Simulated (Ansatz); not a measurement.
System: 1T (CdI2-type) PtTe₂. Method: rVV10 (Ansatz, a first-principles code, plane waves, PAW).

Run with plane-wave cutoff 520 eV, 18×18×12 k mesh (along the axes of the cell as run), Fermi–Dirac smearing 0.05 eV, scalar-relativistic PAW data made under PBE.

Cell (relaxed at this level):

```yaml
crystal:
  lattice:
    - [2.06203, -3.57155, 0.00000]
    - [2.06203, 3.57155, 0.00000]
    - [0.00000, 0.00000, 5.41100]
  atoms:
    - { symbol: Te, position: [0.33333, 0.66667, 0.25746] }
    - { symbol: Te, position: [0.66667, 0.33333, 0.74254] }
    - { symbol: Pt, position: [0.00000, 0.00000, 0.00000] }
```

Task: Predict the bulk modulus.

Result: 
* **bulk modulus**: 46.8 GPa

The run finds no gap.

Note: the bulk modulus comes from volumes at which shape and atoms were relaxed.

Spin–orbit coupling is not included.

Computed values are for the static lattice.
